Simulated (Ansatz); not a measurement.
# LaSbTe (space group P4/nmm, No. 129; a cell from a computed database, its experimental status unchecked)

```
CELL_PARAMETERS angstrom
      4.36289     0.00000     0.00000
      0.00000     4.36289     0.00000
      0.00000     0.00000     9.45542
ATOMIC_POSITIONS crystal
  La 0.00000 0.50000 0.72275
  La 0.50000 0.00000 0.27725
  Sb 0.00000 0.00000 0.00000
  Sb 0.50000 0.50000 0.00000
  Te 0.00000 0.50000 0.37122
  Te 0.50000 0.00000 0.62878
```

Computed with PBEsol (Ansatz, a program for electronic structure; PAW; 420 eV plane waves; scalar-relativistic without spin-orbit coupling). Settings: 11×11×5 k-points, 0.05 eV Fermi–Dirac smearing.

| Item | Result |
|---|---|
| Volume per atom | 30.00 Å³ |
| Density | 7.16 g/cm³ |
| Band gap | zero |
| Total energy | -6491.587 eV/atom (σ→0; compares only within this code and set-up) |

Stability against distortions was not tested. All final runs are without spin polarisation. A zero or small gap of LaSbTe can be the functional's error rather than a property of the material.
